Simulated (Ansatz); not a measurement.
# A constructed model of the (100) surface of fcc Cu, a layer of Si in place of the second plane (bottom of the slab: a bare face, its two planes held)

All values below come from PBE (plane waves to 420 eV, PAW; Ansatz, an electronic-structure program).

Slab: 6 atoms, 8.8 Å thick at the start (thin: gaps and levels are the slab's own); k 15x15x1, smearing 0.1 eV, dipole-corrected; 2 atoms held, the rest relaxed; held to the start's symmetry, so lower structures may exist; no spin, no spin-orbit, no U. It is one candidate, not shown to be the stable structure of the face.

The work function of the top face comes out as 4.70 eV and the energy released by relaxation is 0.054 eV. The cost is about 4 core-minutes (a rough figure).
